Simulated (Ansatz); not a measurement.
Band structure of MnO2 (P4_2/mnm, 6 atoms in the cell).

```
CELL_PARAMETERS angstrom
      4.33620     0.00000     0.00000
      0.00000     4.33620     0.00000
      0.00000     0.00000     2.82838
ATOMIC_POSITIONS crystal
  Mn 0.00000 0.00000 0.00000
  Mn 0.50000 0.50000 0.50000
  O  0.30500 0.30500 0.00000
  O  0.80500 0.19500 0.50000
  O  0.19500 0.80500 0.50000
  O  0.69500 0.69500 0.00000
```
Moments meant for the start (each program seeds them in its own way; μB, in the order of the atoms Mn Mn O O O O): 3.0 -3.0 0.0 0.0 0.0 0.0.

Level of theory: PBE (plane waves, PAW; Ansatz, a quantum-chemistry and plane-wave program).

Settings: basis.ecutwfc = 420 eV; kpoints.mp_grid.grid = 3 3 5; hamiltonian.xc = pbe; hamiltonian.pseudopotentials = {kind: paw} (the program's default PAW files); magnetization.spin_polarized = true; scf.occupations.method = fermi_dirac; scf.occupations.width = 0.02 eV; kpoints.band_path.npoints = 8.

The starting cell has typed, rounded lattice constants, without a prior relaxation at this level. Its lattice was rescaled by a random factor within 2.5 % of one. The magnetic order is the one reached from the typed start; others were not searched systematically.

Levels in eV from the Fermi level, bands 24 to 31 of the first spin channel:
| point | 24 | 25 | 26 | 27 | 28 | 29 | 30 | 31 |
|---|---|---|---|---|---|---|---|---|
| Γ | -1.61 | -1.25 | -1.21 | -0.55 | -0.19 | 0.34 | 1.27 | 2.02 |
| X | -1.64 | -1.53 | -1.26 | -0.47 | 0.81 | 1.16 | 1.79 | 2.65 |
| M | -2.24 | -2.21 | -2.17 | -0.29 | 0.23 | 0.34 | 2.18 | 2.46 |
| Z | -2.74 | -1.94 | -0.83 | 0.03 | 1.13 | 1.28 | 1.74 | 2.14 |
| R | -1.97 | -1.90 | -1.80 | -1.21 | 0.93 | 1.35 | 1.38 | 1.44 |
| A | -1.95 | -1.70 | -0.82 | -0.63 | 0.93 | 1.18 | 1.54 | 2.20 |

Bands cross the Fermi level along this path, so the cell is metallic at this level.

The net moment of the cell came out as 0.00 μB.

Keys are those of Ansatz 0.2.
